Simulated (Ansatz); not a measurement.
Abridged Ansatz (an electronic-structure program) output:

```
Pseudopotential: S, paw, valence charge 6
Pseudopotential: Pb, paw, valence charge 14
Crystal: 2 atoms, lattice volume = 51.415 Å³
Basis set: ecut = 420 eV, 965 PW (Γ), exchange–correlation on 60×60×60 points (8 copies of the dense FFT grid, shifted against one another)
Bands: 14, of which v1, the nominal top of the filled ones, is band 10 counted from 1 (9 counted from 0)
Symmetry: 48 space group operations
k-points: 47 of 1000
Functional: x = pbesol(κ = 0.804, μ = 0.12345679012345678), c = pbesol(β = 0.046)
SCF iter   1: F=—  HF=-12640.931624 eV  |F-HF|=—  |Δ(HF+E_count)|=         —  Δρ=4.21e-3  dr2=1.72e-2  ethr=1.77e-3  ⟨swp⟩=6.2  Hψ=3909  notcnv=0
SCF iter   2: F=—  HF=-12640.926052 eV  |F-HF|=—  |Δ(HF+E_count)|=   5.57e-3  Δρ=1.76e-3  dr2=3.10e-3  ethr=8.62e-5  ⟨swp⟩=1.7  Hψ=1123  notcnv=0
SCF 1 converged in 7 iterations: F = -12640.925246 eV  dr2 = 7.74e-11
SCF converged after 7 iterations
Free energy (F): -12640.925246 eV
Internal energy: -12640.924941 eV  (E = F + TS)
E sigma→0 (E₀):  -12640.925094 eV
Entropy (-TS):   -0.000305 eV (-0.153 meV/atom)
Fermi energy:    8.662857 eV
--- Forces (eV/Å), atoms counted from 1 ---
  atom   1  S     -0.00000000     0.00000000     0.00000000
  atom   2  Pb     0.00000000    -0.00000000     0.00000000
--- Stress (GPa, compression-positive) ---
       -0.000097      -0.000000       0.000000
       -0.000000      -0.000097       0.000000
        0.000000       0.000000      -0.000097
  P = ⅓ Tr σ = -0.0001 GPa (-0.001 kbar)
```

Task: What was computed, and what are the main results?

Result: PbS, 2 atoms in the cell, with plane-wave PAW DFT at the PBEsol level (Ansatz, 420 eV), no spin-orbit coupling. The last SCF converged to F = -12640.925246 eV, or -6320.4626 eV per atom, at a pressure of 0.00 GPa. The total energy compares only with runs of the same code, potentials and settings.

Spin-orbit coupling, missing from the scalar runs, can matter with Pb. No phonon test of stability was made. The cell is PbS in the rock salt structure (space group Fm-3m, No. 225).
